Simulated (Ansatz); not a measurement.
Seebeck coefficient (μV/K, mean over directions) of p-type MgO (Fm-3m) against carrier density, PBEsol, rigid bands run with Ansatz (a program for electronic structure). Computed gap 4.62 eV; densities at which minority carriers matter at this gap, or further valleys turn the trend, are left out. Conductivity mass 2.3 mₑ (harmonic mean over directions), N_v = 2.9e20 cm⁻³ at 300 K.

```
hole density  300 K  500 K
------------  -----  -----
1e16 cm⁻³       [?]   1171
1e17 cm⁻³       904    972
1e18 cm⁻³       706    774
3e18 cm⁻³       611    679
1e19 cm⁻³       507    576
3e19 cm⁻³       413    [?]
1e20 cm⁻³       311    [?]
3e20 cm⁻³       222    286
1e21 cm⁻³       135    191
```

### Question
Fill in the missing entries.

### Answer

- 1e16 cm⁻³, 300 K: 1102
- 3e19 cm⁻³, 500 K: 481
- 1e20 cm⁻³, 500 K: 378

Rigid bands with a gap fixed in temperature, one relaxation time for all states, no polarons or phonon drag, and whether or not such doping can be reached. Spin-orbit coupling is left out.
